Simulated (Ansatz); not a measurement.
Results of LDA (Ansatz, a program for electronic structure, plane waves, PAW) for GeSe (model structure, started from the NiAs type, P6₃/mmc, No. 194, 4 atoms in the cell).

Settings: plane-wave cutoff 520 eV, 18×18×10 k mesh (along the axes of the cell as run), Fermi–Dirac smearing 0.05 eV, scalar-relativistic PAW data made under PBE.

Cell (relaxed at this level):

```cif
data_Ge2Se2
_chemical_formula_sum 'Ge2 Se2'
_space_group_name_H-M_alt 'P63/mmc'
_space_group_IT_number 194
_space_group_name_Hall '-P 6c 2c'
_cell_length_a 3.80301
_cell_length_b 3.80301
_cell_length_c 6.83655
_cell_angle_alpha 90.000
_cell_angle_beta 90.000
_cell_angle_gamma 120.000
loop_
_atom_site_label
_atom_site_type_symbol
_atom_site_symmetry_multiplicity
_atom_site_Wyckoff_symbol
_atom_site_fract_x
_atom_site_fract_y
_atom_site_fract_z
_atom_site_occupancy
Ge1 Ge 2 a 0.00000 0.00000 0.00000 1
Se1 Se 2 c 0.33333 0.66667 0.25000 1
```

Q: What does this level give for the bulk modulus?

A: 
* **bulk modulus**: 62.0 GPa

The run finds no gap.

Note: the bulk modulus is −V dP/dV from two relaxed cells at ±2 % in volume; the relaxation could raise the start's symmetry but not lower it, so the cell can be a saddle point.

Computed values are for the static lattice.

Cost on a shared machine: about 3 core-minutes (a rough figure).

A model structure was made by putting elements into a prototype or built by hand; it is no filed structure, need not be a known phase, and can be a saddle point held by its symmetry.
